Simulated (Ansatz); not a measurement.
Data:

```yaml
crystal:
  lattice:
    - [0.00000, 3.04563, 3.04563]
    - [3.04563, 0.00000, 3.04563]
    - [3.04563, 3.04563, 0.00000]
  atoms:
    - { symbol: Zr, position: [0.00000, 0.00000, 0.00000] }
    - { symbol: Os, position: [0.25000, 0.25000, 0.25000] }
    - { symbol: Os, position: [0.75000, 0.75000, 0.75000] }
```

No spin polarisation.

A single point on hypothetical fluorite ZrS2 with a change (S → Os), its geometry relaxed with PBEsol.

Calculations: Ansatz (a first-principles code), r2SCAN, PAW, cutoff 500 eV, spin-orbit coupling left out, earlier PAW set. Settings: 13×13×13 k-points, 0.05 eV Fermi–Dirac smearing.

Task: Predict the band gap and pressure.

Result: 
* **Band gap**: zero
* **Pressure**: 4.0 GPa

Single points use the geometry relaxed with PBEsol. Whether these cells are dynamically stable was not tested. All final runs are without spin polarisation. The cell was made from ZrS2 by this change: S → Os; the result is a hypothetical phase, not in the database extracts checked.
